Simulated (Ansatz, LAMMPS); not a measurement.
Si well of 16 atomic layers along [001] in random Si0.5Ge0.5, interfaces one step of a layer. Cell 16.85 × 16.85 × 55.23 Å, Si491Ge229, 720 atoms. Prepared with LAMMPS with Tersoff's 1989 multicomponent potential (SiCGe.tersoff): minimisation. 

Basis: localised support functions (accuracy medium) on a full density matrix. k-points: zone centre alone; occupations: Fermi-Dirac, 0.010 eV; spin polarisation not allowed. No spin-orbit coupling.

### Question
What is the computed gap and bonding (PBE, support functions at accuracy medium on the grid of 370 eV (Ansatz, a quantum-chemistry and plane-wave program))?

### Answer

Kohn-Sham gap of the cell on its k-mesh: 0.18 eV
weight of the highest filled level on the well: 0.07
weight of the lowest empty level on the well: 0.98
coordination (neighbours within 2.876 Å): 100.0 % 4-fold
Ge-Ge bonds, mean ± spread: 2.478 ± 0.008 Å
Ge-Si bonds, mean ± spread: 2.430 ± 0.008 Å
Si-Si bonds, mean ± spread: 2.393 ± 0.007 Å
bond angles, mean ± spread: 109.5° ± 1.4°
pressure: -1.29 GPa
